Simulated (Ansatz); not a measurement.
LiF, pressure series

The parent structure is LiF in the rock salt structure (space group Fm-3m, No. 225; a = 3.990 Å).

Cell and atoms are relaxed at each pressure.

All numbers come from DFT with r2SCAN, PAW potentials and a 500 eV plane-wave cutoff in Ansatz (a first-principles code), no spin-orbit coupling.

```csv
change,lattice parameter a,electron mass,band gap
base,3.990 Å,0.88 mₑ (at Γ),10.33 eV
pressure −2 GPa,4.027 Å,0.86 mₑ (at Γ),10.07 eV
pressure −1 GPa,4.008 Å,0.87 mₑ (at Γ),10.20 eV
pressure 0.9 GPa,[?],0.89 mₑ (at Γ),[?]
pressure 2.1 GPa,3.956 Å,0.89 mₑ (at Γ),10.58 eV
pressure 4.5 GPa,3.922 Å,0.91 mₑ (at Γ),10.85 eV
pressure 9 GPa,3.866 Å,0.95 mₑ (at Γ),11.30 eV
pressure 15 GPa,3.804 Å,0.99 mₑ (at Γ),11.84 eV
pressure 22.5 GPa,3.742 Å,1.0 mₑ (at Γ),12.43 eV
pressure 30 GPa,3.689 Å,1.1 mₑ (at Γ),12.97 eV
```

Task: Fill in the withheld entries from the trend.

Result: 
- pressure 0.9 GPa, lattice parameter a: 3.975 Å
- pressure 0.9 GPa, band gap: 10.44 eV

Load acts through the strain it causes; cell and atoms are relaxed under it. Masses are band curvatures over ±0.01 Å⁻¹ around the edge. Stability against distortions was not tested. Competing high-pressure phases were not computed.
